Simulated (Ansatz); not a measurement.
Wurtzite MgS (model structure), treated with r²SCAN+rVV10 in Ansatz (PAW).

Run with plane-wave cutoff 500 eV, 12×12×6 k mesh (along the axes of the cell as run), gaussian smearing 0.02 eV, scalar-relativistic PAW data made under PBE.

Cell (relaxed at this level):

```yaml
crystal:
  lattice:
    - [2.00865, -3.47908, 0.00000]
    - [2.00865, 3.47908, 0.00000]
    - [0.00000, 0.00000, 6.44066]
  atoms:
    - { symbol: Mg, position: [0.33333, 0.66667, 0.99828] }
    - { symbol: Mg, position: [0.66667, 0.33333, 0.49828] }
    - { symbol: S, position: [0.33333, 0.66667, 0.37872] }
    - { symbol: S, position: [0.66667, 0.33333, 0.87872] }
```

Q: Estimate the band gap that the calculation returns.

A: 
- band gap: 4.12 eV (on the SCF k mesh)

Note: the relaxation could raise the start's symmetry but not lower it, so the cell can be a saddle point.

Computed values are for the static lattice.

Cost on a shared machine: about 40 core-seconds (a rough figure).

A model structure was made by putting elements into a prototype or built by hand; it is no filed structure, need not be a known phase, and can be a saddle point held by its symmetry.

Ansatz is a first-principles code.
